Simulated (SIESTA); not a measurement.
Band structure of WSe₂ (P6_3/mmc, 6 atoms in the cell).

```yaml
crystal:
  lattice:
    - [3.32259, 0.00000, 0.00000]
    - [-1.66129, 2.87744, 0.00000]
    - [0.00000, 0.00000, 13.74818]
  atoms:
    - { symbol: W, position: [0.66667, 0.33333, 0.75000] }
    - { symbol: W, position: [0.33333, 0.66667, 0.25000] }
    - { symbol: Se, position: [0.33333, 0.66667, 0.87100] }
    - { symbol: Se, position: [0.66667, 0.33333, 0.12900] }
    - { symbol: Se, position: [0.66667, 0.33333, 0.37100] }
    - { symbol: Se, position: [0.33333, 0.66667, 0.62900] }
```

Level of theory: GGA PBE, numerical atomic orbitals DZP, PseudoDojo PBE standard norm-conserving potentials (rewritten from UPF to PSML) run with SIESTA.

Settings: XC.functional = GGA; XC.authors = PBE; potentials = PseudoDojo PBE standard; PAO.BasisSize = DZP; PAO.EnergyShift = 0.005 Ry; MeshCutoff = 350 Ry; kgrid.MonkhorstPack = 6 6 2; OccupationFunction = FD; ElectronicTemperature = 10 K; MaxSCFIterations = 150; SCF.Mixer.Method = Pulay; SCF.Mixer.Weight = 0.25; SCF.Mixer.History = 6; SCF.DM.Tolerance = 1.0E-04.

The starting cell comes from a database of computed structures (which also holds hypothetical and non-ambient phases and stackings), without a prior relaxation at this level. Its lattice was rescaled by a random factor within 2.5 % of one. Spin-orbit coupling is off. Values carry the incompleteness of an atom-centred basis.

Task: Predict the gap along the standard path and the places of the band edges.

Result: The gap along the path is 1.24 eV, from Γ to H; the smallest direct gap on it is 1.43 eV.

Levels in eV from the top of the valence band on the path, bands 43 to 47:
```csv
point,43,44,45,46,47
Γ,-1.53,-1.33,-0.77,0.00,2.81
M,-1.28,-1.19,-1.17,-1.14,2.02
K,-2.43,-2.43,-0.31,-0.19,1.24
A,-1.53,-1.53,-0.21,-0.21,2.82
L,-1.23,-1.23,-1.16,-1.16,2.03
H,-2.48,-2.48,-0.26,-0.26,1.24
```

Higher empty bands are left out: an atom-centred basis made for the valence describes them poorly.
